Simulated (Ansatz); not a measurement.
Consider AlRu in the CsCl type structure (space group Pm-3m, No. 221; relaxed with 0.1 eV smearing).

```
CELL_PARAMETERS angstrom
      2.98315     0.00000     0.00000
      0.00000     2.98315     0.00000
      0.00000     0.00000     2.98315
ATOMIC_POSITIONS crystal
  Al 0.50000 0.50000 0.50000
  Ru 0.00000 0.00000 0.00000
```

Cartesian axes are those of the cell as printed.

Calculations: r2SCAN/PAW in Ansatz (a first-principles code), no spin-orbit coupling.

Modification: biaxial strain +1.50 %, plane normal [001], relaxed out of plane (Cartesian); in-plane vectors clamped, the third vector and the atoms free.

What does the calculation give for the in-plane stress and out-of-plane strain after the change?

The mean in-plane stress (compression positive) is -5.2 GPa; the out-of-plane strain amounts to -1.29 %.

Stability against distortions was not tested. All final runs are without spin polarisation.
